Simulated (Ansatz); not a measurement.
Consider this model of amorphous Si18Pb6O42.

```xyz
66
Lattice="9.7753 0.0075 0.1626 0.0075 10.6481 -0.2009 0.1626 -0.2009 10.3771" Properties=species:S:1:pos:R:3 pbc="T T T"
Si     3.8314    10.0771     3.3171
Si     2.3707     8.6693     5.6937
Si     0.3374     5.6255     0.9907
Si     6.4200     3.8368     5.0988
Si     4.1310     7.7889     7.9696
Si     9.4901     2.7381     1.1264
Si     8.8369     4.2768     3.5186
Si     8.9796     9.8624     2.8852
Si     8.5579     7.8593     1.8133
Si     6.8592     8.6057     6.7044
Si     5.3828     1.8225     3.1423
Si     2.0136     9.7248     8.2133
Si     1.5647     1.2039     2.8641
Si     1.6199     3.6201     4.6624
Si     6.4920     8.6981     3.6037
Si     0.1284     7.5704     7.0237
Si     3.0598     5.3438     9.7694
Si     1.0087     4.4717     7.5293
Pb     9.5817     1.2313     8.1327
Pb     5.5043     1.3206     6.9859
Pb     7.0471     0.1381    10.3572
Pb     3.9508     2.4051     0.2900
Pb     7.2114     4.0563     8.6928
Pb     4.2741     5.2810     3.1327
O      2.7450     0.1127     2.4449
O      6.8757     3.2977     6.5930
O      0.3800     5.9877     7.3303
O      9.6256     5.4895     2.7173
O      7.4975     4.8037     4.2660
O      4.5843     0.7206     4.1607
O      2.0043     2.0685     4.1655
O      5.9119     1.0160     1.8405
O      9.0453     6.8260     0.6649
O      8.9045     1.5993    10.4210
O      4.0272     4.6222     0.0583
O      8.5033     9.4881     1.2881
O      1.1542     2.1122     1.5507
O      2.2382    10.0452     6.5875
O      6.9601    10.1941     6.9826
O      0.1858     0.4014     3.2670
O      5.7426     7.9202     7.7360
O      6.1636     2.0366     9.1312
O      0.8171     8.5323     8.2001
O      3.4758     9.1221     8.7117
O      1.8319     3.7918     6.2821
O      1.8398     6.1112     0.5762
O      8.5167     3.1078     2.3927
O      3.4050     7.6631     6.4914
O      9.7557     3.6530     4.6826
O      7.1108     7.5577     2.5486
O      4.4308     2.9954     2.5133
O      0.9013     7.9591     5.6195
O      2.1524     4.5215     8.6921
O      6.4465     2.4137     4.2325
O      0.0572     4.1884     0.2720
O      3.8151     6.5580     8.9668
O      9.5300     3.5105     8.0886
O      2.2757     4.7512     3.7714
O      9.6008     8.3244     3.0369
O      2.9012     9.1204     4.2466
O      7.5578     9.9746     3.6919
O      5.0502     9.0515     2.8872
O      1.6009     0.4423     9.1288
O      5.0001     4.5564     5.1245
O      6.3540     8.2103     5.1589
O      8.2993     7.8565     7.0425
```

Computed with PBE, scalar-relativistic without spin-orbit coupling (plane waves to 420 eV, PAW; Ansatz, a first-principles code).

The cell was made by melting and quenching with the CHGNet potential and then relaxed with DFT. O atoms were pushed apart under 1.9 Å during the dynamics, to hinder bonds among them. The hot cell started wider than the set density and was brought back towards it in steps. It is the lowest in DFT energy of 2 quenches. It is a model cell: composition and starting density were chosen by hand, and all elements were melted together. No dispersion term was used. Its density started from a set value of 3.98 and ended at 3.72 g/cm³. Cooling (nominally 210 K/ps over its main leg) ran many orders faster than in experiment, which tends to leave more defects and strain. One small periodic cell is one sample of the glass; other quenches scatter about these values. Volume and shape were free in the relaxation.

Neighbours within Si-Si 2.60 Å, Si-Pb 2.83 Å, Si-O 1.92 Å, Pb-Pb 3.21 Å, Pb-O 2.74 Å, O-O 1.58 Å count as bonded. Two cations that share two anions don't count as bonded, nor two that share one unless they lie closer than Si-Si 2.38 Å, Si-Pb 2.75 Å, Pb-Pb 3.12 Å.

Task: Give the coordination numbers, mean bond lengths and angles.

Result: 
```yaml
Mean coordination of Si by anions: 4.00 (18 with 4)
Mean coordination of Pb by anions: 3.17 (5 with 3, 1 with 4)
Mean coordination of O: 2.17 (36 with 2, 5 with 3, 1 with 4)
Mean Si-O bond: 1.645 Å (spread 0.026 Å, 72 counted)
Mean Pb-O bond: 2.352 Å (spread 0.122 Å, 19 counted)
Bond angle at Si: mean 109.4°, spread 5.8°
Bond angle at Pb: mean 92.8°, spread 18.9°
Bond angle at O: mean 125.8°, spread 18.1°
```

Task: Which atoms depart from the most common coordination of their element?

Result: Pb21 has 4 (O32 2.21 Å, O34 2.36 Å, O42 2.43 Å, O36 2.67 Å); O26 has 3 (Si4 1.65 Å, Pb23 2.26 Å, Pb20 2.44 Å); O34 has 3 (Si6 1.62 Å, Pb21 2.36 Å, Pb19 2.41 Å); O36 has 3 (Si8 1.71 Å, Si9 1.71 Å, Pb21 2.67 Å); O42 has 4 (Pb23 2.32 Å, Pb20 2.36 Å, Pb21 2.43 Å, Pb22 2.57 Å); O51 has 3 (Si11 1.64 Å, Pb22 2.35 Å, Pb24 2.37 Å); O57 has 3 (Si18 1.63 Å, Pb19 2.28 Å, Pb23 2.46 Å).

Task: List the pairs of like atoms that count as bonded by the rules above.

Result: There are none by these rules.

Task: What Bader charges do the atoms carry, from a run on the zone centre alone?

Result: Means (range): Si +3.26 e (+3.23 to +3.28), Pb +1.36 e (+1.36 to +1.38), O -1.59 e (-1.66 to -1.20).
```
atom  charge (e)
----  ----------
Si1        +3.27
Si2        +3.27
Si3        +3.26
Si4        +3.23
Si5        +3.28
Si6        +3.25
Si7        +3.27
Si8        +3.24
Si9        +3.23
Si10       +3.26
Si11       +3.24
Si12       +3.23
Si13       +3.27
Si14       +3.26
Si15       +3.26
Si16       +3.28
Si17       +3.27
Si18       +3.27
Pb19       +1.36
Pb20       +1.36
Pb21       +1.38
Pb22       +1.36
Pb23       +1.37
Pb24       +1.36
O25        -1.63
O26        -1.44
O27        -1.65
O28        -1.64
O29        -1.64
O30        -1.64
O31        -1.64
O32        -1.48
O33        -1.64
O34        -1.47
O35        -1.49
O36        -1.62
O37        -1.64
O38        -1.66
O39        -1.50
O40        -1.65
O41        -1.65
O42        -1.20
O43        -1.65
O44        -1.65
O45        -1.65
O46        -1.64
O47        -1.65
O48        -1.65
O49        -1.65
O50        -1.63
O51        -1.45
O52        -1.63
O53        -1.66
O54        -1.64
O55        -1.65
O56        -1.65
O57        -1.44
O58        -1.48
O59        -1.61
O60        -1.65
O61        -1.63
O62        -1.64
O63        -1.47
O64        -1.48
O65        -1.64
O66        -1.65
```
